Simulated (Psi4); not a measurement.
Psi4 1.11, HF/def2-svp: C[SiH2]S[Si](C)(O)O, 17 atoms. The geometry is a generated start, not checked to be a minimum at this level.

```yaml
task: energy
method: scf
basis: def2-svp
memory: 3 GB
maxiter: 100
keys_of_the_molecule_block: symmetry c1
scf_type: df (default)
diis_max_vecs: 10 (default)
e_convergence: 1e-06 (default)
d_convergence: 1e-06 (default)
basis_functions: 160
```

```xyz
17

Si     1.5263     0.3643    -0.6639
C      3.1216    -0.4666    -1.2444
S      0.4705    -1.1319     0.4526
Si    -1.3061    -0.0570     1.0399
C     -2.4997     0.1004    -0.4213
O     -0.9107     1.4251     1.5702
O     -1.9451    -0.8366     2.3170
H      1.7924     1.5049     0.2066
H      0.6894     0.7656    -1.7948
H      3.7038     0.2121    -1.8589
H      3.7377    -0.7686    -0.4025
H      2.9144    -1.3565    -1.8317
H     -3.4722     0.4482    -0.0876
H     -2.6393    -0.8497    -0.9270
H     -2.1284     0.8106    -1.1518
H     -1.0319     1.6236     2.4938
H     -2.0228    -1.7878     2.3037
```

With the defaults (damping_percentage = 0, scf_initial_accelerator = adiis, soscf = false, soscf_start_convergence = 0.01, guess = auto, which took SAD, level_shift = 0, level_shift_cutoff = 0.01) it converges in 8 SCF iterations. One run each on 2 threads, with these changes:
- soscf = true
- damping_percentage = 60
- guess = huckel
- level_shift = 0.1, level_shift_cutoff = 0.001
- guess = sapgau
- guess = core
- scf_initial_accelerator = none
- soscf = true, soscf_start_convergence = 0.001
- soscf = true, soscf_start_convergence = 0.1

Which runs fail or end elsewhere than the default run?

No convergence: damping_percentage = 60 (the run ends without SCF convergence in 100 iterations). The rest reach the solution of the defaults.

| setting | SCF iterations | JK calls | end |
|---|---|---|---|
| soscf = true, soscf_start_convergence = 0.1 | 5 | 16 | same solution |
| soscf = true | 5 | 16 | same solution |
| soscf = true, soscf_start_convergence = 0.001 | 6 | 17 | same solution |
| the defaults | 8 | 9 | same solution |
| scf_initial_accelerator = none | 8 | 9 | same solution |
| level_shift = 0.1, level_shift_cutoff = 0.001 | 8 | 9 | same solution |
| guess = sapgau | 9 | 9 | same solution |
| guess = huckel | 9 | 37 | same solution |
| guess = core | 14 | 14 | same solution |
| damping_percentage = 60 | 100 | 101 | no convergence |

An SOSCF iteration holds several JK calls; a Hückel guess adds calls on atoms.
